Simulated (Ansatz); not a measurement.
The reference is ZnGeP2 in the chalcopyrite structure (space group I-42d, No. 122).

```
CELL_PARAMETERS angstrom
     -2.71213     2.71213     5.35485
      2.71213    -2.71213     5.35485
      2.71213     2.71213    -5.35485
ATOMIC_POSITIONS crystal
  Zn 0.00000 0.00000 0.00000
  Zn 0.75000 0.25000 0.50000
  Ge 0.50000 0.50000 0.00000
  Ge 0.25000 0.75000 0.50000
  P  0.87500 0.87334 0.49834
  P  0.12666 0.62500 0.00166
  P  0.37500 0.37666 0.50166
  P  0.62334 0.12500 0.99834
```

Cartesian axes are those of the cell as printed.

Calculations: PBEsol (Ansatz, an electronic-structure program), no spin-orbit coupling.

For the base:

| Quantity | Result |
|---|---|
| Shortest interatomic distance | 233.4 pm |
| Valence-band top at Γ | 0.00, -0.07, -0.07 eV |

It is then changed as follows: tensor shear ε_xz = +1.20 % (engineering shear γ = 0.0240), atoms relaxed at fixed cell.

Task: What happens to the shortest interatomic distance?

Result: The shortest interatomic distance shrinks by 0.8 pm (233.4 pm → 232.6 pm).

Task: Estimate the effect on the energy relative to the base.

Result: The energy goes up by 2.3 meV/atom.

Task: How does this affect the valence-band top at Γ?

Result: The valence-band top at Γ (three highest levels, from the VBM) goes from 0.00, -0.07, -0.07 eV to 0.00, -0.15, -0.21 eV.

Task: Estimate the effect on the largest internal atomic displacement.

Result: The largest internal atomic displacement is 0.014 Å.

Task: Predict the new stress.

Result: The stress (xx, yy, zz, yz, xz, xy; compression positive) is (0.03, -0.01, 0.02, 0.00, -1.59, 0.00) GPa.

The levels and masses belong to the bands next to the band gap. The cells carry an imposed strain or load. Stability against distortions was not tested.
